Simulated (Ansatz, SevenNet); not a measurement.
For SiO₂ (P4₁2₁2, No. 92), the machine-learned potential SevenNet-l3i5 (trained on PBE and PBE+U data) gives:

| Property | Value |
|---|---|
| lattice parameter a | 5.095 Å |
| lattice parameter c | 7.125 Å |

### Question
What does r²SCAN+rVV10 in Ansatz (plane waves, PAW) give for the same quantities?

### Answer

- lattice constant a: 4.898 Å (shrinks by 3.9 %)
- lattice parameter c: 6.748 Å (falls by 5.3 %)

Changes are worked out from the printed values.

Unless a cell is named, each level is at its own relaxed cell (SevenNet-l3i5 15.41, r²SCAN+rVV10 13.49 Å³/atom).

Ansatz's density-functional and Hartree–Fock values are scalar-relativistic unless marked +SOC, with PAW data made under PBE.

Ansatz is a first-principles code.
